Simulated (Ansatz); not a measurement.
System: BeS (model structure, started from the NiAs type, P6₃/mmc, No. 194, 4 atoms in the cell). Method: G0W0@PBEsol (plane waves, hard PAW, contour deformation, complete-basis limit; Ansatz, a first-principles code).

Run with largest k mesh 9×9×4 (not extrapolated in the mesh).

Cell (relaxed with PBEsol):

```
CELL_PARAMETERS angstrom
      3.27139     0.00000     0.00000
     -1.63570     2.83311     0.00000
      0.00000     0.00000     5.20676
ATOMIC_POSITIONS crystal
  Be 0.00000 0.00000 0.00000
  Be 0.00000 0.00000 0.50000
  S  0.33333 0.66667 0.25000
  S  0.66667 0.33333 0.75000
```

**Question.** Give the computed band gap.

**Answer.** 
* **band gap**: 2.36 eV (indirect)

Note: the relaxation could raise the start's symmetry but not lower it, so the cell can be a saddle point; the gap holds a correction of +0.27 eV to the complete basis.

The computed numbers hold no vibrational or temperature effects.

It cost very roughly 2.4 core-hours of CPU time.

A model structure was made by putting elements into a prototype or built by hand; it is no filed structure, need not be a known phase, and can be a saddle point held by its symmetry.
